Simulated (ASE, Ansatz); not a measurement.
composition TiSi, cell Ti24Si24, brought to this temperature after a much hotter stage, at a temperature that wasn't checked against the liquidus, so perhaps supercooled [in the CHGNet run: it was liquid; mean temperature 1653 K (target 1660 K); density 3.80 g/cm³, volume +4 % from the start cell's; mean pressure -1.5 GPa against a target of 0], 1660 K. 6 frames were taken from MD with the machine-learned potential CHGNet 0.3.0 run with ASE and computed both with PBE run with Ansatz (a quantum-chemistry and plane-wave program) and with the machine-learned potential CHGNet 0.3.0.

* **plane-wave cutoff**: 420 eV
* **k-points**: one point, (1/4, 1/4, 1/4)
* **Fermi-Dirac width**: 0.143 eV
* **spin**: not polarised; no spin-orbit coupling

The cell was prepared with CHGNet: 80 FIRE steps from the random lattice; melt: 800 steps of 1.5 fs, 3145 K, NVT (Langevin); cool: 300 steps of 1.5 fs, 3145 to 2127 K, NVT (Langevin); cool: 400 steps of 2.0 fs, 2127 to 1660 K, Langevin with a Berendsen-type barostat every 10 steps; settle: 800 steps of 2.0 fs, 1660 K, Langevin with a Berendsen-type barostat every 10 steps; hold: 300 steps, 1660 K, NVT (Langevin) at the mean cell. The atoms began on random sites, so units and networks may differ from a laboratory melt's. Atoms moved only 2.7 Å² (mean square) in the hot stage, so mixing may be incomplete. On the run's last frame a denser k-mesh moved the forces by 0.055 eV/Å rms, the static pressure by -0.06 GPa and the free energy by -2 meV/atom, which is about how far such values are converged.

Problem. Estimate the errors of the potential against DFT for these frames.

Solution. 
```json
{
 "rms force component in DFT": "0.93 eV/Å",
 "rms force difference, CHGNet less DFT": "0.363 eV/Å",
 "relative_force_difference": "39 %",
 "slope of CHGNet against DFT forces": "1.14",
 "rms_difference_of_relative_energies": "16.7 meV/atom",
 "spread of DFT energies over the frames": "27.9 meV/atom",
 "static pressure, CHGNet less DFT": "-1.68 GPa",
 "force_difference_by_element": "Si 0.310, Ti 0.410 eV/Å"
}
```
Forces are off by 39 % of their rms size. The potential was trained on another code's PBE and PBE+U relaxation paths of database crystals (MPtrj), so part of the difference is that of settings: a denser k-mesh moves the DFT forces of one frame by 0.055 eV/Å rms and its pressure by -0.06 GPa.
